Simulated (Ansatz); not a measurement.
Al on the 1x1 (111) surface of fcc Pd, one in a 2x2 cell, energies for each (26.9 Å²). Energies are against an atom of fcc Al, without zero-point or thermal terms; each row is named by its start.

All values below come from PBE (plane waves to 420 eV, PAW; Ansatz, an electronic-structure program).

Set-up: 17 atoms, 6.8 Å thick at the start under the adsorbate (thin: gaps and levels are the slab's own); mesh 6x6x1; 0.1 eV smearing; dipole correction on; 8 atoms held, the rest relaxed; each run with such symmetry as its start has; no spin, no spin-orbit, no U, no dispersion correction.

A negative adsorption energy means that the adsorbate is more stable on the surface than in its reference. Starts that drift may end in the same place. Heights count from the host atoms within 0.3 Å of the top one.

```csv
starting site,E_ads (eV),height (Å),nearest host atom (Å),bonded to,Δ work function (eV),lateral drift (Å)
top Pd,-0.21,2.04,Pd 2.25,Pd,-0.94,0.0
hollow Pd-Pd-Pd over Pd at depth 2.3 Å,-1.15,1.73,Pd 2.39,3 Pd,-1.02,0.0
hollow Pd-Pd-Pd over Pd at depth 4.5 Å,-1.10,1.74,Pd 2.39,3 Pd,-1.00,0.0
bridge Pd-Pd (span 2.8 Å),-1.15,1.73,Pd 2.38,3 Pd,-1.02,0.8
```
